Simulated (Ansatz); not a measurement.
The parent structure is BaF2 in the fluorite structure (space group Fm-3m, No. 225).

```yaml
crystal:
  lattice:
    - [0.00000, 3.06871, 3.06871]
    - [3.06871, 0.00000, 3.06871]
    - [3.06871, 3.06871, 0.00000]
  atoms:
    - { symbol: Ba, position: [0.00000, 0.00000, 0.00000] }
    - { symbol: F, position: [0.25000, 0.25000, 0.25000] }
    - { symbol: F, position: [0.75000, 0.75000, 0.75000] }
```

Cartesian axes are those of the cell as printed.

Calculations: PBEsol/PAW in Ansatz (a first-principles code), without spin-orbit coupling.

Base values:

- Electron mass: 0.48 mₑ (at Γ)

Now apply this change: uniaxial stress, 8 GPa tension along z; all other stress components relax to zero.

Predict the new strain response.

The strain response (xx, yy, zz) is (−3.20, −3.20, +11.03) %.

How does this affect the electron mass?

The electron mass becomes 0.58 mₑ along z, 0.48 mₑ across (at Γ) (base: 0.48 mₑ (at Γ)).

The levels and masses belong to the bands next to the band gap. Masses are band curvatures over ±0.01 Å⁻¹ around the edge. Beyond what the load breaks, stability against distortions was not tested.
